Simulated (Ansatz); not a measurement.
The reference is Te (space group P3_121, No. 152; a = 4.317 Å, c = 5.955 Å; made of chains).

Structures relaxed with PBEsol, PAW, 420 eV (Ansatz, a quantum-chemistry and plane-wave program; spin-orbit coupling left out), earlier PAW set.

Base:

Simulated powder pattern, Mo Kα, λ = 0.71073 Å (kinematic, ideal powder, no thermal factors, no anomalous dispersion; the 14 strongest lines at most, above 2 %, up to 2θ = 40°):

| 2θ (°) | I/Imax (%) | hkl |
|---|---|---|
| 10.91 | 5.7 | (100) |
| 12.89 | 100 | (101) |
| 17.55 | 45 | (012) |
| 18.95 | 31 | (110) |
| 20.17 | 5.7 | (111) |
| 20.62 | 10 | (003) |
| 22.99 | 20 | (021) |
| 25.94 | 14 | (202) |
| 28.15 | 20 | (113) |
| 29.77 | 9.9 | (104) |
| 29.96 | 15 | (211) |
| 32.33 | 12 | (122) |
| 35.53 | 5.4 | (024) |
| 35.96 | 5.3 | (123) |

Modification: full substitution Te → Sn, then cell and atoms are relaxed.

**Question.** Predict the new powder pattern.

**Answer.** 
Simulated powder pattern, Mo Kα, λ = 0.71073 Å (kinematic, ideal powder, no thermal factors, no anomalous dispersion; the 14 strongest lines at most, above 2 %, up to 2θ = 40°):

| 2θ (°) | I/Imax (%) | hkl |
|---|---|---|
| 13.48 | 100 | (101) |
| 18.77 | 42 | (110) |
| 19.42 | 38 | (012) |
| 23.18 | 23 | (021) |
| 24.24 | 6.8 | (003) |
| 27.14 | 14 | (202) |
| 30.00 | 21 | (211) |
| 30.84 | 19 | (113) |
| 32.82 | 7.9 | (300) |
| 33.21 | 15 | (122) |
| 34.36 | 6.8 | (104) |
| 38.08 | 4.8 | (220) |
| 39.44 | 4.2 | (024) |

The indices refer to each structure's own conventional cell; one index is shown for lines that coincide. The space group is now R-3m (No. 166).

Stability against distortions was not tested. As relaxed here, Sn is a hypothetical phase, not in the database extracts checked. No dispersion term is included in the PBEsol runs.
